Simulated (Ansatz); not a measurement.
## Worked example: self-consistent single point of YAlSi (Cmcm, 6 atoms in the cell) in Ansatz

Method: LDA (PW92), default PAW files made with PBE (plane waves; Ansatz, an electronic-structure program).

The input file:

Ansatz 0.2 input:
```yaml
crystal:
  lattice:
    - [1.980174, -5.143463, 0.000000]
    - [1.980174, 5.143463, 0.000000]
    - [0.000000, 0.000000, 5.676505]
  atoms:
    - { symbol: Y, position_ang: [1.980174, 2.003893, 1.419126] }
    - { symbol: Y, position_ang: [1.980174, -2.003893, 4.257379] }
    - { symbol: Al, position_ang: [0.000000, 0.000000, 2.838252] }
    - { symbol: Al, position_ang: [0.000000, 0.000000, 0.000000] }
    - { symbol: Si, position_ang: [1.980174, 1.011308, 4.257379] }
    - { symbol: Si, position_ang: [1.980174, -1.011308, 1.419126] }
basis:
  ecutwfc: 420.0
kpoints:
  mp_grid: { grid: [9, 9, 6] }
hamiltonian:
  xc: lda
  pseudopotentials: { kind: paw }
scf:
  occupations: { method: fermi_dirac, width: 0.1 }
output:
  forces: true
  eigenvalues: true
  stress: true
```

The program printed (abridged):

```
WARN ansatz: RAYON_NUM_THREADS=1 ignored (pool sized by the plan → 1); use --threads N
Pseudopotentials: kind: paw
Pseudopotential: Y, paw, valence charge 11
Pseudopotential: Al, paw, valence charge 3
Pseudopotential: Si, paw, valence charge 4
Crystal: 6 atoms, lattice volume = 115.630 Å³
Basis set: ecut = 420 eV, 2249 PW (Γ)
Bands: 24, of which v1, the nominal top of the filled ones, is band 18 counted from 1 (17 counted from 0)
Symmetry: 8 space group operations
Space group: Cmcm (ITA 63), of the structure as read, at distance tolerance 4.9e-5 Å
k-points: 100 of 486
PAW frozen core: Y, regenerated for the run's functional, and the local potential with it
PAW frozen core: Al, regenerated for the run's functional, and the local potential with it
PAW frozen core: Si, regenerated for the run's functional, and the local potential with it
Initial density: superposition of atomic densities (neutral atoms: chi_scale 0, normalization atom), corrected by the library's trained network
Initial wavefunctions: pseudopotential atomic-orbital guess
Eigensolver: davidson
Functional: x = slater, c = lda
SCF iter   1: F=—  HF=-9738.352858 eV  |F-HF|=—  |Δ(HF+E_count)|=         —  Δρ=4.92e-3  dr2=1.54e-2  ethr=1.77e-3  ⟨swp⟩=6.1  Hψ=12345  notcnv=0
all-band conjugate gradients solve this SCF's bands
preconditioner: auto → Kerker (q_TF=auto, 2.246 Å⁻¹)
SCF iter   2: F=—  HF=-9738.350250 eV  |F-HF|=—  |Δ(HF+E_count)|=   2.61e-3  Δρ=2.77e-3  dr2=5.40e-3  ethr=4.27e-5  ⟨swp⟩=1.3  Hψ=3254  notcnv=0
SCF iter   3: F=—  HF=-9738.349041 eV  |F-HF|=—  |Δ(HF+E_count)|=   1.21e-3  Δρ=3.31e-4  dr2=1.35e-4  ethr=1.50e-5  ⟨swp⟩=2.2  Hψ=4206  notcnv=0
SCF iter   4: F=—  HF=-9738.349004 eV  |F-HF|=—  |Δ(HF+E_count)|=   3.71e-5  Δρ=6.37e-5  dr2=4.68e-6  ethr=3.74e-7  ⟨swp⟩=2.2  Hψ=2944  notcnv=0
SCF iter   5: F=—  HF=-9738.349002 eV  |F-HF|=—  |Δ(HF+E_count)|=   1.85e-6  Δρ=1.02e-5  dr2=1.26e-7  ethr=1.30e-8  ⟨swp⟩=2.4  Hψ=3490  notcnv=0
SCF iter   6: F=-9738.349002 eV  HF=-9738.349002 eV  |F-HF|=5.57e-9  |Δ(HF+E_count)|=   2.79e-8  Δρ=2.32e-6  dr2=9.24e-9  ethr=2.78e-10  ⟨swp⟩=5.2  Hψ=9299  notcnv=0
SCF 1 converged in 6 iterations: F = -9738.349002 eV  dr2 = 9.24e-9
SCF converged after 6 iterations
Free energy (F): -9738.349002 eV
Harris-Foulkes:  -9738.349002 eV  (|F-HF|=5.57e-9)
Internal energy: -9738.285808 eV  (E = F + TS)
E sigma→0 (E₀):  -9738.317405 eV
Entropy (-TS):   -0.063194 eV (-10.532 meV/atom)
Fermi energy:    9.950055 eV
--- Per-component energies (eV) ---
  E_band       = -155.183209
  E_kinetic    = 743.708283
  E_local      = -1274.776122  (includes V_loc(G=0)·N_el)
  E_nonlocal   = 183.044523
  E_hartree    = 437.414085
  E_xc         = -535.674910
  E_vxc        = -555.150660  (∫ρ·V_xc dr)
  E_paw        = -7307.542021  (= ΣΔE_a)
  E_vpaw       = -126.838486  (= ΣTr[D̂ρ^β])
  E_aug_tail   = 0.000006  (compensation charges beyond the density's cutoff)
  E_ewald      = -1985.398918
  E_core_change = 0.939266  (= ΣΔE_core)
  E_smearing   = -0.063194  (= −TS)
  E_closure    = -0.000000  (closes the sum)
  Σ components = -9738.349002   (vs F -9738.349002, Δ=0.00e0)
--- Forces (eV/Å), atoms counted from 1 ---
  atom   1  Y     -0.00000000     0.01265236     0.00000000
  atom   2  Y      0.00000000    -0.01265236     0.00000000
  atom   3  Al     0.00000000     0.00000000     0.00000000
  atom   4  Al     0.00000000     0.00000000     0.00000000
  atom   5  Si     0.00000000     0.09256315     0.00000000
  atom   6  Si    -0.00000000    -0.09256315     0.00000000
  max |Σ_I F_I| component: 5.55e-17 eV/Å
--- Stress (GPa, compression-positive) ---
       -2.129139       0.000000       0.000000
        0.000000      -3.520084      -0.000000
        0.000000      -0.000000      -2.550140
  P = ⅓ Tr σ = -2.7331 GPa (-27.331 kbar)
  The stress holds the Pulay correction. Without it, at fixed plane waves, as pw.x and ABINIT print it: P = -2.7651 GPa
--- Band table (eV; the first three rows and the last of 100) ---
  k-point 0: bands = ["-32.1350", "-32.0958", "-12.4037", "-12.2958", "-12.2947", "-12.1988", "-12.0742", "-12.0738", "-0.6505", "1.9563", "4.7898", "6.5452", "7.2167", "7.4868", "8.0983", "8.1448", "8.7173", "9.2551", "10.8021", "11.0784", [...]
  k-point 1: bands = ["-32.1324", "-32.0984", "-12.3978", "-12.3018", "-12.2810", "-12.1906", "-12.0907", "-12.0826", "-0.5247", "1.6690", "5.0256", "6.6771", "7.2840", "7.6186", "7.6985", "8.1271", "8.9458", "9.1403", "10.6830", "11.2407", [...]
  k-point 2: bands = ["-32.1252", "-32.1056", "-12.3792", "-12.3219", "-12.2422", "-12.1679", "-12.1344", "-12.1056", "-0.1634", "1.0473", "5.5510", "6.8739", "7.0642", "7.4941", "7.8882", "8.3731", "8.4041", "9.4092", "10.6852", "11.1037", [...]
  k-point 99: bands = ["-32.1152", "-32.1152", "-12.3762", "-12.3762", "-12.1791", "-12.1791", "-12.1378", "-12.1378", "0.8703", "0.8703", "4.6203", "4.6203", "8.1895", "8.1895", "8.4134", "8.4134", "9.4301", "9.4301", "11.1042", "11.1042", [...]
```

The run converged in 6 iterations.

The starting cell comes from a database of computed structures (which also holds hypothetical and non-ambient phases and stackings), without a prior relaxation at this level. Its lattice was rescaled by up to half a per cent. Ansatz's pressure includes its estimate of the finite-basis (Pulay) stress.
